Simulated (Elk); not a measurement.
Input and output of a self-consistent single point for KCl (Fm-3m, 2 atoms in the cell) (Elk).

Method: PBE, all-electron FP-LAPW, Elk's shipped species files, APW+lo basis with extra local orbitals run with Elk.

The change in words: lattice scaled by 0.98. Reference geometry:
```
KCl
1.0
    0.00000     3.14500     3.14500
    3.14500     0.00000     3.14500
    3.14500     3.14500     0.00000
K Cl
1 1
Direct
  0.00000   0.00000   0.00000
  0.50000   0.50000   0.50000
```

Reference input (self-consistent single point, DFT, PBE, all-electron FP-LAPW, Elk's shipped species files, APW+lo basis with extra local orbitals): xctype = 20; rgkmax = 8; stype = 3; swidth = 0.00183747 Ha; ngridk = 6 6 6; gmaxvr = 16 1/bohr; nxlo = 2; lorbcnd = true; lmaxi = 3. This run's input differs from it in these lines:

```diff
@@ -28,5 +28,5 @@
 avec
-    0.0000000000    5.9431886619    5.9431886619
-    5.9431886619    0.0000000000    5.9431886619
-    5.9431886619    5.9431886619    0.0000000000
+    0.0000000000    5.8243248887    5.8243248887
+    5.8243248887    0.0000000000    5.8243248887
+    5.8243248887    5.8243248887    0.0000000000
```

Output, abridged:

```
│ Self-consistent loop started │
│ Loop number : 1 │
 total energy                :     -1068.64249858
│ Loop number : 2 │
 total energy                :     -1068.58728398
RMS change in Kohn-Sham potential (target) :   0.3577055605     (  0.1000000000E-05)
Absolute change in total energy (target)   :   0.5521460068E-01 (  0.1000000000E-03)
│ Loop number : 3 │
 total energy                :     -1067.62244268
RMS change in Kohn-Sham potential (target) :   0.2860806064     (  0.1000000000E-05)
Absolute change in total energy (target)   :   0.9786449525     (  0.1000000000E-03)
│ Loop number : 4 │
   [... lines left out ...]
Absolute change in total energy (target)   :   0.6233437587E-03 (  0.1000000000E-03)
│ Loop number : 13 │
 total energy                :     -1063.85823226
RMS change in Kohn-Sham potential (target) :   0.1378837186E-06 (  0.1000000000E-05)
Absolute change in total energy (target)   :   0.1938948153E-03 (  0.1000000000E-03)
│ Loop number : 14 │
 total energy                :     -1063.85823028
RMS change in Kohn-Sham potential (target) :   0.3653198294E-07 (  0.1000000000E-05)
Absolute change in total energy (target)   :   0.5045211356E-04 (  0.1000000000E-03)
Convergence targets achieved

│ Loop number : 15 │

Energies :
 Fermi                       :     0.279045524392E-01
 total energy                :     -1063.85823051

Density of states at Fermi energy :   0.5441336305E-07
 (states/Hartree/unit cell)

Estimated indirect band gap :   0.1980134047
 from k-point      1 to k-point      1
Estimated direct band gap   :   0.1980134047
 at k-point      1

Charges :
 core                        :    20.00000000
 valence                     :    16.00000000
 interstitial                :    2.696314832
 muffin-tins (core leakage)
  species :    1 (K)
   atom    1                 :    17.61063011     (  0.1140848340E-06)
  species :    2 (Cl)
   atom    1                 :    15.69305506     (  0.1541501879E-04)
 total in muffin-tins        :    33.30368517
 total calculated charge     :    36.00419938
 total charge                :    36.00000000
 error                       :   0.4199375242E-02

│ Self-consistent loop stopped │
```

The run converged in 15 iterations. The count includes the last loop, which Elk runs after its targets are met. Against the reference run the free energy rises by 17.5 meV/atom and the gap on the mesh goes from 5.174 to 5.388 eV.

The starting cell has typed, rounded lattice constants, without a prior relaxation at this level. For this run, on top of that: lattice scaled by 0.98. Values depend on the basis (sphere radii, cutoffs, local orbitals), which need not be converged.
